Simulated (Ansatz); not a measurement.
## BAs: response to strain

Base system: BAs in the zinc blende structure (space group F-43m, No. 216; a = 4.7679 Å). Axes: x, y, z lie along the cube axes.

Strains are applied to the cell and any free atomic positions relax.

Level of theory: DFT with PBEsol, PAW potentials and a 420 eV plane-wave cutoff in Ansatz (an electronic-structure program), no SOC.

Candidates:
(a) uniaxial strain ε_zz = −0.50 %
(b) uniaxial strain ε_zz = +1.00 %
(c) uniaxial strain ε_zz = +3.00 %
(d) uniaxial strain ε_zz = −2.50 %

Notes on the quantities. energy relative to the base: free energy F.

Q: Order them by energy relative to the base, highest first.

A: (c) uniaxial strain ε_zz = +3.00 % (+10 meV/atom), (d) uniaxial strain ε_zz = −2.50 % (+7.5 meV/atom), (b) uniaxial strain ε_zz = +1.00 % (+1.2 meV/atom), (a) uniaxial strain ε_zz = −0.50 % (+0.3 meV/atom)

Stability against distortions was not tested.
